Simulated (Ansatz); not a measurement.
Take an 8-atom supercell of MnSi (space group P2_13, No. 198; ferromagnetic) at its relaxed geometry as the base.

```yaml
crystal:
  lattice:
    - [4.47038, 0.00000, 0.00000]
    - [0.00000, 4.47038, 0.00000]
    - [0.00000, 0.00000, 4.47038]
  atoms:
    - { symbol: Mn, position: [0.13708, 0.13708, 0.13708] }
    - { symbol: Mn, position: [0.63708, 0.36292, 0.86292] }
    - { symbol: Mn, position: [0.86292, 0.63708, 0.36292] }
    - { symbol: Mn, position: [0.36292, 0.86292, 0.63708] }
    - { symbol: Si, position: [0.84537, 0.84537, 0.84537] }
    - { symbol: Si, position: [0.34537, 0.65463, 0.15463] }
    - { symbol: Si, position: [0.15463, 0.34537, 0.65463] }
    - { symbol: Si, position: [0.65463, 0.15463, 0.34537] }
```

All numbers come from PBEsol, PAW, 420 eV (Ansatz, a first-principles code; spin-orbit coupling left out).

One neutral defect a cell, atoms relaxed at fixed cell.

One change was made to it. Results:

The pressure goes from zero to -5.2 GPa; the largest displacement of a host atom from its site in the perfect cell amounts to 0.12 Å.

**Question.** Which of these changes matches the shifts?
(A) Mg on a Si site
(B) Hg on a Mn site
(C) Mn vacancy, symmetric start
(D) Si vacancy

**Answer.** D, Si vacancy. For comparison, the pressure in the other runs: Mn vacancy, symmetric start gives -9.2 GPa; Hg on a Mn site gives 29.5 GPa; Mg on a Si site gives 13.3 GPa.

The magnetic state is the one reached from the starting moments; the real material's order can differ, and small cells can't hold many antiferromagnetic ones. In so small a cell the defect repeats every few ångströms: this is an ordered compound, not a dilute defect. Defects with a symmetric start kept the site's symmetry and may sit on a saddle; the others started slightly shaken.
